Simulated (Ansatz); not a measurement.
The reference is TiN in the rock salt structure (space group Fm-3m, No. 225; a = 4.234 Å; relaxed with 0.1 eV smearing).

The values are results of r2SCAN (Ansatz, a first-principles code), no spin-orbit coupling, earlier PAW set, not measurements.

For the base:

- Pressure = 0.0 GPa

Modification: an isotropic linear strain of −1.15 %; the atoms relax in the strained cell.

**Question.** What does the calculation give for the pressure after the change?

**Answer.** The pressure goes from zero to 11.0 GPa.

**Question.** How does this affect the energy relative to the base?

**Answer.** The energy grows by 11 meV/atom.

Whether these cells are dynamically stable was not tested. All final runs are without spin polarisation. An odd electron count without spin: TiN.
